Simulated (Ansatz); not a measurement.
## SnO (model structure, F-43m, No. 216, 2 atoms in the cell)

Calculation: LDA in Ansatz (PAW).

Numerical settings: plane-wave cutoff 520 eV, 18×18×18 k mesh, Fermi–Dirac smearing 0.05 eV, scalar-relativistic PAW data made under PBE.

Cell (relaxed at this level):

SnO is taken in the cubic space group F-43m (No. 216), the zinc blende structure, Pearson symbol cF8. Lattice parameters: a = 5.3210 Å, b = 5.3210 Å, c = 5.3210 Å, α = 90.00°, β = 90.00°, γ = 90.00°. O on 4d sees 4 Sn at 2.304 Å (tetrahedral). Sn on 4a is coordinated by 4 O at 2.304 Å (tetrahedral). (Neighbours: up to the widest gap in distance over summed covalent radii, below 1.35, at either atom; cation-cation and far metal-metal contacts left out.)
(The calculation used a cell of 2 atoms; values per cell refer to that cell.)

```
Item             Value
------------  --------
band gap          none
bulk modulus  73.0 GPa
```

Note: the bulk modulus is −V dP/dV from two relaxed cells at ±2 % in volume; the relaxation could raise the start's symmetry but not lower it, so the cell can be a saddle point.

Spin–orbit coupling is not included; it can open a gap where bands touch, and shift volumes and moduli.

A model structure was made by putting elements into a prototype or built by hand; it is no filed structure, need not be a known phase, and can be a saddle point held by its symmetry.

Ansatz is a first-principles code.
